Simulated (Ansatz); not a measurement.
The starting structures come from a database of crystals and need not be the phases stable at ambient conditions.

Inside the gap of an insulator the Bloch states are evanescent, with a wavenumber k + iκ along the transport direction.

```
Cs3HO8Se2
1.0
    6.39384     0.00000     0.00000
    0.00000     8.54882    -0.11168
    3.19692    -2.09559     5.11472
Cs H Se O
3 1 2 8
Direct
  0.19802   0.38533   0.60396
  0.80198   0.61467   0.39604
  0.00000   0.00000   0.00000
  0.50000   0.00000   0.00000
  0.43004   0.76592   0.13991
  0.56996   0.23408   0.86009
  0.28821   0.74413   0.42359
  0.71179   0.25587   0.57641
  0.39557   0.98180   0.20886
  0.60443   0.01820   0.79114
  0.30234   0.68892   0.96571
  0.69766   0.31108   0.03429
  0.26805   0.31108   0.03429
  0.73195   0.68892   0.96571
```

Space group of this cell: C2/m. The cell was relaxed by PBE-D3(BJ); by r2SCAN its mean pressure is -2.1 GPa.

Transport runs along the normal of the first two printed cell vectors.

The gap is the functional's own. No spin-orbit coupling. Mid-gap values are interpolated on the energy grid.

Compute, with r2SCAN (Ansatz, a quantum-chemistry and plane-wave program), the band gap and the smallest decay constant κ at mid-gap.

Gap 4.56 eV on a 6×4×6 mesh; κ = 0.405 1/Å, at the zone centre.
